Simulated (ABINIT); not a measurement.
ABINIT run on Sc (P6_3/mmc, 4 atoms in the cell): self-consistent single point.

Level of theory: PBE, PAW (JTH v2.0 PBE PAW) (plane waves; ABINIT).

The change in words: lattice scaled by 0.98. Reference geometry:
```yaml
crystal:
  lattice:
    - [3.21901, 0.00000, 0.00000]
    - [-1.60950, 2.78774, 0.00000]
    - [0.00000, 0.00000, 10.35717]
  atoms:
    - { symbol: Sc, position: [0.00000, 0.00000, 0.00000] }
    - { symbol: Sc, position: [0.00000, 0.00000, 0.50000] }
    - { symbol: Sc, position: [0.33333, 0.66667, 0.25000] }
    - { symbol: Sc, position: [0.66667, 0.33333, 0.75000] }
```

Reference input (self-consistent single point, DFT, PBE, plane waves, PAW (JTH v2.0 PBE PAW)): pseudos = [Sc.GGA_PBE-JTH.xml]; ecut = 30 Ha; pawecutdg = 60 Ha; pawxcdev = 0; occopt = 3; tsmear = 0.00183747 Ha; ngkpt = 8 8 3; nshiftk = 1; shiftk = 0 0 0; potentials = JTH v2.0 PBE PAW; nband = 29; kptopt = 1. This run's input differs from it in these lines:

```diff
@@ -5,5 +5,5 @@
 rprim
-         6.0830366383   -0.0000001927    0.0000000000
-        -3.0415181523    5.2680643573    0.0000000000
-         0.0000000000    0.0000000000   19.5722090570
+         5.9613757600   -0.0000001207    0.0000000000
+        -2.9806877755    5.1627029100    0.0000000000
+         0.0000000000    0.0000000000   19.1807655184
 natom 4
@@ -14,5 +14,5 @@
          0.0000000000    0.0000000000    0.0000000000
-         0.0000000000    0.0000000000    5.1785835000
-         0.0000000589    1.8584930350    2.5892917500
-         1.6095022105    0.9292464665    7.7678752500
+         0.0000000000    0.0000000000    5.0750120000
+         0.0000000369    1.8213231298    2.5375060000
+         1.5773121173    0.9106615330    7.6125180000
       Angstrom
```

The program printed (abridged):

```
--- !BeginCycle
solver: {iscf: 17, nstep: 100, nline: 4, wfoptalg: 10, }
tolerances: {toldfe: 1.00E-09, }
...

     iter   Etot(hartree)      deltaE(h)  residm     nres2
 ETOT  1  -184.18279246760    -1.842E+02 5.373E+00 4.549E+01
 ETOT  2  -188.08159140679    -3.899E+00 2.499E-01 1.720E+01
 ETOT  3  -188.09305069286    -1.146E-02 8.656E-02 8.466E+00
 ETOT  4  -188.09210350693     9.472E-04 3.099E-02 4.741E+00
 ETOT  5  -188.09000765760     2.096E-03 1.008E-02 1.841E+00
   [... 8 lines left out ...]
 ETOT 14  -188.08839669994     9.133E-09 3.884E-04 3.399E-06
 ETOT 15  -188.08839669891     1.034E-09 7.531E-04 1.530E-06
 ETOT 16  -188.08839669878     1.219E-10 1.736E-04 1.395E-06
 ETOT 17  -188.08839669904    -2.521E-10 3.082E-04 2.824E-07
 At SCF step   17, etot is converged :
  for the second time, diff in etot=  2.521E-10 < toldfe=  1.000E-09

 Cartesian components of stress tensor (hartree/bohr^3)
  sigma(1 1)= -2.56769639E-04  sigma(3 2)=  0.00000000E+00
  sigma(2 2)= -2.56769639E-04  sigma(3 1)=  0.00000000E+00
  sigma(3 3)= -2.45567699E-04  sigma(2 1)=  4.34520270E-14

 ----iterations are completed or convergence reached----

 reduced coordinates (array xred) for    4 atoms
       0.000000000000      0.000000000000      0.000000001092
       0.000000000000      0.000000000000      0.500000001092
       0.333333333333      0.666666666667      0.250000001092
       0.666666666667      0.333333333333      0.750000001092
 cartesian forces (eV/Angstrom) at end:
    1     -0.00000000000000    -0.00000000000000    -0.00000000000000
   [... lines left out ...]
 Fermi (or HOMO) energy (hartree) =   0.28228   Average Vxc (hartree)=  -0.36694
   [... lines left out ...]
'-kT*entropy'       : -2.00788347311599E-03
total_energy        : -1.88088408109529E+02
total_energy_eV     : -5.11814587268474E+03
...

-Cartesian components of stress tensor (GPa)         [Pressure=  7.4446E+00 GPa]
- sigma(1 1)= -7.55442232E+00  sigma(3 2)=  0.00000000E+00
- sigma(2 2)= -7.55442231E+00  sigma(3 1)=  0.00000000E+00
- sigma(3 3)= -7.22484992E+00  sigma(2 1)=  1.27840256E-09

 Calculation completed.
```

The run converged in 17 iterations. Against the reference run the free energy rises by 45.2 meV/atom and the pressure goes from 3.28 to 7.44 GPa.

The starting cell was generated: these elements placed on a structure prototype, without a prior relaxation; it need not be a known phase or ordering of this composition. Its lattice was rescaled by a random factor within 2.5 % of one. For this run, on top of that: lattice scaled by 0.98. With a pressure of about 7 GPa the cell is away from its equilibrium volume at this level.

Cost on one core of a shared machine: roughly 7 min.
